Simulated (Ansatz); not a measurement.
Consider Mg in the diamond structure (space group Fd-3m, No. 227; a = 6.870 Å; a hypothetical phase, not in the database extracts checked; relaxed with 0.1 eV smearing).

The values are results of Ansatz (an electronic-structure program), PBE, PAW, cutoff 420 eV, scalar-relativistic without spin-orbit coupling, not measurements.

Before the change:

| Property | Result |
|---|---|
| Pressure | 0.0 GPa |
| Band gap | zero |

It is then changed as follows: every lattice vector is stretched by 3.23 %, atoms relaxed at fixed cell.

Problem. Predict the new energy relative to the base.

Solution. The energy rises by 12 meV/atom.

Problem. Estimate the effect on the pressure.

Solution. The pressure goes from zero to -0.8 GPa.

Problem. Estimate the effect on the band gap.

Solution. The band gap remains zero.

The cells carry an imposed strain or load. No phonon test of stability was made.
